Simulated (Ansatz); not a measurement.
The starting structures come from a database of crystals and need not be the phases stable at ambient conditions.

By PBEsol, the system below comes out a metal.

The ballistic (Sharvin) conductance counts the channels at the Fermi level: G/A = (e²/h) × channels of both spins per area.

Given:

```
Ga2Pt
1.0
    4.19727     0.00000     0.00000
   -2.09864     3.63494     0.00000
    2.09864     1.21165     3.42706
Ga Pt
2 1
Direct
  0.50000   0.25000   0.25000
  0.50000   0.75000   0.75000
  0.00000   0.00000   0.00000
```

The cell is taken as given; by PBEsol it stands under a pressure of -1.0 GPa.

The current flows along the normal of the first two printed cell vectors, the (111) plane of the conventional cell. No spin-orbit coupling; the value is a mean over 0.1 eV about the Fermi level.

Task: Give the ballistic conductance per area that Ansatz (a program for electronic structure) with PBEsol yields.

Result: 0.93 × 10¹⁵ S/m² for both spins.
